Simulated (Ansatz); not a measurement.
Consider ScAg in the CsCl type structure (space group Pm-3m, No. 221; a = 3.383 Å). Axes: x, y, z lie along the cube axes.

Computed with PBEsol/PAW in Ansatz (an electronic-structure program), no spin-orbit coupling.

Base values:

The band gap is zero and the shortest interatomic distance is 2.929 Å.

It is then changed as follows: a free-standing slab of 4 layers (8 atoms, 2 a layer) is cut normal to [110], with 15 Å of vacuum and the in-plane cell held at bulk.

Question: What does the calculation give for the excess energy per area of both faces after the change?

Answer: The excess energy per area of both faces (slab less bulk energy over the cell's area: twice a surface energy) is 2.6 J/m² (uncertain by up to 0.08 J/m²).

Question: What happens to the band gap?

Answer: The band gap is still zero.

Question: Estimate the effect on the change of the spacing d23 from its bulk value of 2.392 Å.

Answer: The change of the spacing d23 from its bulk value of 2.392 Å is +3.9 %.

Question: Estimate the effect on the shortest interatomic distance.

Answer: The shortest interatomic distance decreases by 0.121 Å (2.929 Å → 2.808 Å).

Question: What happens to the change of the spacing d12 from its bulk value of 2.392 Å?

Answer: The change of the spacing d12 from its bulk value of 2.392 Å is -5.3 %.

The excess energy carries the mismatch between the slab's and the bulk's meshes. No phonon test of stability was made. The final runs are not spin-polarised.
